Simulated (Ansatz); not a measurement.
Base system: InAs in the zinc blende structure (space group F-43m, No. 216).

InAs is taken in the cubic space group F-43m (No. 216), the zinc blende structure, Pearson symbol cF8. Lattice parameters: a = b = c = 6.110 Å, α = β = γ = 90.00°. In on 4a is surrounded by 4 As at 2.646 Å (tetrahedral). As on 4d sees 4 In at 2.646 Å (tetrahedral). (Neighbours: up to the widest gap in distance over summed covalent radii, below 1.35, at either atom; cation-cation and far metal-metal contacts left out.)
(The calculation used a cell of 2 atoms; values per cell refer to that cell.)

Computed with Ansatz (a first-principles code) r2SCAN, without spin-orbit coupling.

Strains are applied to the cell and any free atomic positions relax.

One change was made to it. Results:

The band gap grows by 0.42 eV, from 0.08 eV to 0.50 eV; the energy goes up by 31 meV/atom.

What was done to the base?
A. isotropic strain −2.00 %
B. isotropic strain −2.50 %
C. isotropic strain −1.00 %

B, isotropic strain −2.50 %. For comparison, the band gap in the other runs: isotropic strain −1.00 % gives 0.25 eV; isotropic strain −2.00 % gives 0.41 eV.

Gaps are read on the SCF mesh and a high-symmetry path. Stability against distortions was not tested. A zero or small gap of InAs can be the functional's error rather than a property of the material.
